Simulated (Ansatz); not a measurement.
The reference is Rh in the fcc (Cu type) structure (space group Fm-3m, No. 225; relaxed with 0.1 eV smearing).

```
CELL_PARAMETERS angstrom
      0.00000     1.89079     1.89079
      1.89079     0.00000     1.89079
      1.89079     1.89079     0.00000
ATOMIC_POSITIONS crystal
  Rh 0.00000 0.00000 0.00000
```

All numbers come from Ansatz (an electronic-structure program), PBEsol, PAW, cutoff 420 eV, no spin-orbit coupling.

Strains are applied to the cell and any free atomic positions relax.

One change was made to it. Results:

```json
[
 {"quantity": "energy relative to the base (free energy F)", "base": "0 meV/atom", "after": "+89 meV/atom"},
 {"quantity": "pressure", "base": "0.0 GPa", "after": "-20.7 GPa"}
]
```

Question: Name the change that was made.
(A) isotropic strain +3.00 %
(B) isotropic strain −1.00 %
(C) isotropic strain +1.00 %

Answer: A, isotropic strain +3.00 %. For comparison, the energy relative to the base in the other runs: isotropic strain +1.00 % gives +11 meV/atom; isotropic strain −1.00 % gives +12 meV/atom.

Whether these cells are dynamically stable was not tested. The final runs are not spin-polarised. Rh lies near a magnetic instability that expansion can trigger; it was not tested.
